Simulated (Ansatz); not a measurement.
Take Ir in the fcc (Cu type) structure (space group Fm-3m, No. 225; a = 3.831 Å; relaxed with 0.1 eV smearing) as the base. Axes: x, y, z lie along the cube axes.

Calculations: Ansatz (a quantum-chemistry and plane-wave program), PBEsol, PAW, cutoff 420 eV, spin-orbit coupling left out.

Before the change:

| Quantity | Result |
|---|---|
| Pressure | 0.0 GPa |
| Shortest interatomic distance | 5.119 bohr |

It is then changed as follows: the cell is stretched by 3.14 % along z with no lateral relaxation; the atoms relax in the strained cell.

Q: What happens to the energy relative to the base, pressure and shortest interatomic distance?

A: The energy rises by 26 meV/atom; the pressure (mean of the normal stresses, compression positive) goes from zero to -10.8 GPa; the shortest interatomic distance is still 5.119 bohr.

Whether these cells are dynamically stable was not tested. The final runs are not spin-polarised.
